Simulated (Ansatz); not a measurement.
The starting structures come from a database of crystals and need not be the phases stable at ambient conditions.

 Where the default PAW files enter, the runs use the earlier of Ansatz's two default sets.

## Evanescent states of HgF2 (Fm-3m, fluorite, not sure to be the ambient phase, 3 atoms a cell, 14.7 Å³ an atom, -3 GPa at this level) along the normal of (110)

Computed with r2SCAN (plane waves, PAW; Ansatz, a quantum-chemistry and plane-wave program).

The gap is the functional's own, uncorrected, and κ follows it; spin-orbit coupling is left out. Mid-gap values are interpolated between the computed energies.

Energies count from the valence-band top; κ is the least over a 8×6 mesh across the current.

```
E (eV)  κ (1/Å)  where
------  -------  -----
0.04      0.140      Γ
0.14      0.191  off Γ
0.23      0.217  off Γ
0.32      0.236  off Γ
0.41        [?]  off Γ
0.49        [?]      Γ
0.58        [?]      Γ
0.68        [?]      Γ
0.77        [?]      Γ
0.85        [?]      Γ
0.94        [?]      Γ
1.03        [?]      Γ
1.12        [?]      Γ
1.22      0.143      Γ
1.30      0.118      Γ
1.40      0.085      Γ
1.49      0.013      Γ
```

Question: What belongs in the gaps?

Answer: 
- 0.41, κ (1/Å): 0.248
- 0.49, κ (1/Å): 0.256
- 0.58, κ (1/Å): 0.241
- 0.68, κ (1/Å): 0.230
- 0.77, κ (1/Å): 0.219
- 0.85, κ (1/Å): 0.207
- 0.94, κ (1/Å): 0.194
- 1.03, κ (1/Å): 0.179
- 1.12, κ (1/Å): 0.162
